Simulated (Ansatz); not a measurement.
For PtGa2 (Fm-3m), PBEsol, DFPT electron-phonon coupling, linearised Boltzmann equation run with Ansatz (a first-principles code) gives a transport coupling λ_tr = 0.648 and a Drude plasma energy ħω_p = 8.19 eV.

Task: Estimate the resistivity at 300 K from the high-temperature formula ρ = 2π λ_tr k_B T / (ħ ε₀ ω_p²), and say how the full Boltzmann solution compares.

Result: The scattering rate is 1/τ = 2π λ_tr k_B T/ħ = 1.60e14 s⁻¹ and ω_p = 1.24e16 s⁻¹, so ρ ≈ 11.7 μΩ·cm. The Boltzmann solution gives 11.4 μΩ·cm, 0.97 times the estimate.

A metal at this level (no band gap). Only scattering by harmonic phonons is included (no impurities, grain boundaries, electron-electron scattering or thermal expansion). Spin-orbit coupling is left out, which matters with elements this heavy. The squared frequency of the phonon mode least converged on the k mesh is uncertain by about 13 %. Halving the electron mesh (24x24x24) moves the resistivity by up to 6 % at 300 K, the coupling by up to 1 %. Smearing 0.20 eV; phonons on a 4x4x4 q mesh, which this run doesn't test.

Formula and space group known from diffraction (Crystallography Open Database), not checked to be the room-temperature form: PtGa2 (Fm-3m).
